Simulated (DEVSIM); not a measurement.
System: Pd/SiO2/p-Si capacitor, at 300 K.

```tsv
layer (left to right)	material	thickness (nm)	Na (cm⁻³)
1	SiO2	10.0	-
2	Si	3200	3.3e16
```

Metal gate on the left, work function 5.2 eV. Fixed charge at the semiconductor interface -1.8e10 cm⁻² (in units of +e); no interface traps.

The device is made up for the run: typed textbook-type constants, with dimensions and the other settings drawn at random. Values at 300 K.

| parameter | SiO2 | Si |
|---|---|---|
| gap (eV) | 9 | 1.124 |
| affinity (eV) | 0.9 | 4.05 |
| permittivity | 3.9 | 11.7 |
| Nc (cm⁻³) | - | 2.86e19 |
| Nv (cm⁻³) | - | 3.1e19 |

Model (solved in DEVSIM): 1D Poisson equation in equilibrium, Boltzmann statistics, complete ionisation; no quantum confinement or tunnelling. Metal contacts follow the ideal Schottky-Mott rule: no Fermi-level pinning, no interface dipoles.

The substrate doping was swept, all else fixed.

```
substrate doping (cm^-3)  flat-band voltage (V)  minimum of the low-frequency capacitance (μF/cm²)  threshold voltage (band bending 2φF) (V)
------------------------  ---------------------  -------------------------------------------------  ----------------------------------------
1.6e15                                     0.29                                             0.0166                                      0.96
3.3e15                                     0.27                                             0.0218                                      1.00
6.6e15                                     0.25                                             0.0297                                      1.05
1.6e16                                     0.23                                             0.0422                                      1.14
3.3e16                                     0.21                                             0.0560                                      1.25
6.6e16                                     0.19                                             0.0732                                      1.39
```

From the first row to the last the flat-band voltage goes from 0.29 to 0.19. From the first row to the last the minimum of the low-frequency capacitance goes from 0.0166 to 0.0732.
